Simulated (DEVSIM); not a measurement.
System: illuminated GaSb p-on-n cell, one wavelength, at 250 K.

```tsv
layer (left to right)	material	thickness (μm)	Nd (cm⁻³)	Na (cm⁻³)	τn (s)	τp (s)	absorption coefficient (cm⁻¹)
1	GaSb	0.130	-	6.5e17	8.6e-11	7.4e-12	8200
2	GaSb	0.860	2.6e16	-	3.9e-10	3.9e-10	8200
```

Left contact: ohmic, minority electron recombination velocity 30000 cm/s. Right contact: ohmic, minority hole recombination velocity 600 cm/s. Voltage is applied to the left contact. Recombination: SRH at mid-gap, radiative, Auger. Light enters at the left, 1.7e18 photons cm⁻² s⁻¹, one pass, no reflection. Mobility is μmin + (μ − μmin)/(1 + (N/Nref)^α).

This is a model device: material constants are rounded textbook-type values typed into the input, and sizes, dopings and lifetimes were drawn at random. Values at 300 K; Nc and Nv go as T^1.5, mobilities as T to minus their exponent, the gap by Varshni's rule with the affinity fixed.

```
parameter            GaSb
----------------  -------
gap (eV)            0.726
affinity (eV)        4.06
permittivity         15.7
Nc (cm⁻³)          2.1e17
Nv (cm⁻³)          1.8e19
μn (cm²/Vs)          5000
μp (cm²/Vs)           850
μn,min               1000
μp,min                190
Nref,n             2.8e17
Nref,p               9e17
αn                   1.05
αp                   0.65
T exponent of μn        2
T exponent of μp      1.7
B (cm³/s)           1e-10
Cn (cm⁶/s)          5e-30
Cp (cm⁶/s)          5e-30
Varshni α (eV/K)  0.00042
Varshni β (K)         140
```

Simulated with DEVSIM: 1D drift-diffusion, Boltzmann statistics, complete ionisation; no tunnelling, impact ionisation, image-force lowering or self-heating.

Base results: open-circuit voltage (V) 0.353; fill factor 0.68; share of generated pairs collected at short circuit 0.921; largest power (mW/cm²) 33.5.

Question: What follows from this one change: thickness of layer 2 0.86 → 0.17 μm?

Answer: open-circuit voltage 0.353 → 0.329 V; fill factor 0.68 → 0.66; share of generated pairs collected at short circuit 0.921 → 0.992; largest power 33.5 → 12.9 mW/cm².

Question: What follows from this one change: temperature 250 → 300 K?

Answer: open-circuit voltage 0.353 → 0.239 V; fill factor 0.68 → 0.57; share of generated pairs collected at short circuit 0.921 → 0.908; largest power 33.5 → 18.7 mW/cm².

Question: What follows from this one change: thickness of layer 1 0.13 → 0.045 μm?

Answer: open-circuit voltage little changed (0.350 V); fill factor little changed (0.68); share of generated pairs collected at short circuit 0.921 → 0.912; largest power 33.5 → 30.9 mW/cm².

Question: What follows from this one change: doping Nd of layer 2 2.6e+16 → 7.8e+16 cm^-3?

Answer: open-circuit voltage 0.353 → 0.376 V; fill factor 0.68 → 0.70; share of generated pairs collected at short circuit 0.921 → 0.885; largest power 33.5 → 35.1 mW/cm².

Question: What follows from this one change: doping Na of layer 1 6.5e+17 → 2e+16 cm^-3?

Answer: open-circuit voltage 0.353 → 0.286 V; fill factor 0.68 → 0.61; share of generated pairs collected at short circuit 0.921 → 0.898; largest power 33.5 → 23.9 mW/cm².

Question: What follows from this one change: constant mobility in place of the doping-dependent one?

Answer: open-circuit voltage little changed (0.353 V); fill factor little changed (0.68); share of generated pairs collected at short circuit 0.921 → 0.927; largest power little changed (33.8 mW/cm²).
